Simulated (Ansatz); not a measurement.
**How far to go with shifted k-point meshes: LuTl (P4mm, 2 atoms in the cell)**

```
LuTl
1.0
    3.57690     0.00000     0.00000
    0.00000     3.57690     0.00000
    0.00000     0.00000     3.92180
Lu Tl
1 1
Direct
  0.00000   0.00000   0.01275
  0.50000   0.50000   0.50000
```

Level of theory: LDA (PW92), default PAW files made with PBE (plane waves; Ansatz, a program for electronic structure).

Base settings: basis.ecutwfc = 420 eV; kpoints.mp_grid.grid = 9 9 9; hamiltonian.xc = lda; hamiltonian.pseudopotentials = {kind: paw} (the program's default PAW files); scf.occupations.method = fermi_dirac; scf.occupations.width = 0.1 eV.

In this ladder: kpoints.mp_grid.shift = 0.5 0.5 0.5.

Only quantities that move along the ladder and can be compared are tabulated.

The count of work is k-points × plane waves × bands × iterations; it is no time. Core times come from one kind of shared machine, to one figure; runs under 30 s give none.

The starting cell comes from a database of computed structures (which also holds hypothetical and non-ambient phases and stackings), without a prior relaxation at this level. Its lattice was rescaled by up to half a per cent. One atom was moved a little off its site on purpose. In the base run, with a pressure of about -3 GPa the cell is away from its equilibrium volume at this level. Ansatz's pressure includes its estimate of the finite-basis (Pulay) stress.

| kpoints.mp_grid.grid | free energy less the last step's (meV/atom) | pressure (GPa) | largest difference of a force vector from the last step's (eV/Å) | count of work / last | core time / last (rough) |
|---|---|---|---|---|---|
| 2 2 2 | 1046.43 | 2.83 | 0.068 | 0.00077 | – |
| 3 3 2 | 120.41 | -4.18 | 0.053 | 0.0020 | – |
| 3 3 3 | 175.03 | -3.49 | 0.019 | 0.0041 | – |
| 4 4 3 | 4.91 | -3.64 | 0.029 | 0.0036 | – |
| 4 4 4 | -0.41 | -3.06 | 0.007 | 0.0041 | – |
| 5 5 5 | -17.55 | -3.21 | 0.008 | 0.011 | – |
| 6 6 6 | -11.61 | -3.79 | 0.013 | 0.011 | – |
| 7 7 6 | 4.83 | -3.22 | 0.007 | 0.018 | – |
| 7 7 7 | -0.20 | -3.27 | 0.004 | 0.024 | – |
| 8 8 7 | 6.03 | -3.38 | 0.009 | 0.027 | – |
| 9 9 8 | -0.10 | -3.50 | 0.006 | 0.036 | – |
| 10 10 9 | -0.90 | -3.42 | 0.003 | 0.051 | – |
| 11 11 10 | 0.38 | -3.44 | 0.002 | 0.062 | – |
| 12 12 11 | -0.47 | -3.47 | 0.000 | 0.075 | – |
| 13 13 12 | -0.53 | -3.39 | 0.002 | 0.10 | – |
| 15 15 13 | 0.15 | -3.44 | 0.000 | 0.15 | – |
| 16 16 15 | -0.38 | -3.42 | 0.000 | 0.17 | – |
| 18 18 16 | 0.22 | -3.44 | 0.000 | 0.21 | – |
| 20 20 18 | -0.09 | -3.42 | 0.000 | 0.29 | 0.4 |
| 22 22 20 | 0.00 | -3.43 | 0.000 | 0.39 | 0.3 |
| 24 24 22 | 0.03 | -3.42 | 0.000 | 0.51 | 0.4 |
| 27 27 25 | 0.01 | -3.42 | 0.000 | 0.81 | 1 |
| 30 30 27 | 0.00 | -3.42 | 0.000 | 1.0 | 1 |

Coarsest kpoints.mp_grid.grid that holds the free energy within 1 meV/atom of the last step, with all finer ones: 9 9 8, at 0.036 of the last step's count of work; the step before is off by 6.0 meV/atom.

Coarsest kpoints.mp_grid.grid that holds the forces within 0.005 eV/Å of the last step, with all finer ones: 10 10 9, at 0.051 of the last step's count of work; the step before is off by 0.006 eV/Å.

Coarsest kpoints.mp_grid.grid that holds the pressure within 0.5 GPa of the last step, with all finer ones: 3 3 3, at 0.0041 of the last step's count of work; the step before is off by 0.75 GPa.

Keys are those of Ansatz 0.2.
